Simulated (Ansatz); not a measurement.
The (100) surface of germanium, 1 pair of surface atoms bonded, Ga on one of 2 atoms of the third shell, no caps (bottom of the slab: built like the top, H on every dangling bond, free)

Computed with PBE (plane waves to 420 eV, PAW; Ansatz, a first-principles code).

Slab: 22 atoms, 14.8 Å thick at the start with caps and adatoms; k 4x7x1, smearing 0.025 eV, dipole-corrected; 4 atoms held, the rest relaxed; symmetry of the start imposed; spin-polarised, no spin-orbit, no U. The slab shows no gap on its mesh. The starting moment vanished. It is one candidate, not shown to be the stable structure of the face.

```
Item                                                  Value
-----------------------------  ----------------------------
work function of the top face                       4.58 eV
energy released by relaxation                       0.90 eV
cost                           very roughly 70 core-minutes
```
